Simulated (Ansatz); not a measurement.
Band structure of MoS2 (P6_3/mmc, 6 atoms in the cell).

```
MoS2
1.0
    3.15039     0.00000     0.00000
   -1.57519     2.72832     0.00000
    0.00000     0.00000    13.03343
Mo S
2 4
Direct
  0.00000   0.00000   0.25000
  0.00000   0.00000   0.75000
  0.33333   0.66667   0.36774
  0.66667   0.33333   0.63226
  0.66667   0.33333   0.86774
  0.33333   0.66667   0.13226
```

Computed with PBE, PAW files (plane waves; Ansatz, an electronic-structure program).

Settings: kpoints.mp_grid.grid = 8 8 2; hamiltonian.xc = pbe; hamiltonian.pseudopotentials = {kind: paw} (the program's default PAW files); scf.occupations.method = fixed; kpoints.band_path.npoints = 8.

The starting cell comes from a database of computed structures (which also holds hypothetical and non-ambient phases and stackings), without a prior relaxation at this level. Its lattice was rescaled by a random factor within 2.5 % of one.

Q: Predict the gap along the standard path and the places of the band edges.

A: The gap along the path is 1.14 eV, from Γ to K; the smallest direct gap on it is 1.73 eV.

Levels in eV from the top of the valence band on the path, bands 23 to 30:
| point | 23 | 24 | 25 | 26 | 27 | 28 | 29 | 30 |
|---|---|---|---|---|---|---|---|---|
| Γ | -2.14 | -1.51 | -0.91 | 0.00 | 2.28 | 2.28 | 2.34 | 2.34 |
| M | -1.59 | -1.52 | -1.33 | -1.08 | 1.77 | 1.79 | 2.32 | 2.33 |
| K | -2.72 | -2.72 | -0.59 | -0.59 | 1.14 | 1.14 | 2.61 | 2.61 |
| A | -2.15 | -2.15 | -0.29 | -0.29 | 2.31 | 2.31 | 2.31 | 2.31 |
| L | -1.55 | -1.55 | -1.17 | -1.17 | 1.78 | 1.78 | 2.31 | 2.31 |
| H | -2.72 | -2.72 | -0.59 | -0.59 | 1.14 | 1.14 | 2.51 | 2.51 |

Keys are those of Ansatz 0.2.
